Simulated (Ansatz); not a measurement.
# wurtzite ZnO: the defect As on the O site (As_O)

The numbers are results of PBE, PAW (plane waves to 420 eV; Ansatz, a first-principles code), not measurements. The supercell holds 96 host sites (3×2×2 repeats of a cell of 8 atoms), with a 2×2×2 shifted k-point sampling for the final energies. Site at the start: the O site. Finite-size correction: monopole term and site-potential alignment. Dielectric constants: PBE linear response of the host. Host gap at this level: 0.74 eV. These values are not converged in cell size to better than tenths of an eV. Levels are measured in PBE's own, too narrow, gap. Spin–orbit coupling is left out. Each state is the lowest found from its start.

Charges with a result: +1, 0, −1. Others weren't obtained, and one of them could lie lower, also by skipping a charge.

| charge | moment (μB) | largest move off a lattice site (Å) | image correction with alignment (eV) | above the lowest spin state (eV) |
|---|---|---|---|---|
| +1 | 2.0 | 0.45 | 0.33 | 0.00 |
| +1† | not spin-polarised | 0.42 | 0.32 | 0.20 |
| 0 | 1.0 | 0.39 | 0.02 | 0.00 |
| −1† | not spin-polarised | 0.36 | -0.02 | 0.00 |
| −1† | 0.0 | 0.36 | -0.02 | 0.00 |

† Not settled in this cell, so no level is given: charge −1: level within 0.1 eV of a band edge or past it.

Starting moments that weren't kept: charge −1 began with 2 μB and ended with 0.0.

Transition levels above the valence-band maximum: ε(+1/0) = 0.44 eV. On the lower envelope of the bound states, inside the gap: (+1/0) at 0.44 eV.

Flagged in the runs: a host whose relaxation on this sampling wasn't shown to rest, a strain field that reaches the edge of the cell.
